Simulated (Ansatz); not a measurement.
HoRh2 (Fd-3m, No. 227), treated with r²SCAN+rVV10 in Ansatz (PAW).

Run with plane-wave cutoff 560 eV, 14×14×14 k mesh, Fermi–Dirac smearing 0.05 eV, spin-polarised with parallel moments, scalar-relativistic PAW data made under PBE.

Computed at the level's own relaxed cell.

**Question.** Predict the lattice constant a.

**Answer.** 
- lattice constant a = 7.444 Å

Note: the magnetic order was assumed, not searched for or taken from measurement; the 4f shell is treated without U or exact exchange, so its levels and filling can be wrong.

Spin–orbit coupling is not included.

Computed values are for the static lattice.

Computing time: around 22 core-minutes (rough).

Ansatz is an electronic-structure program.
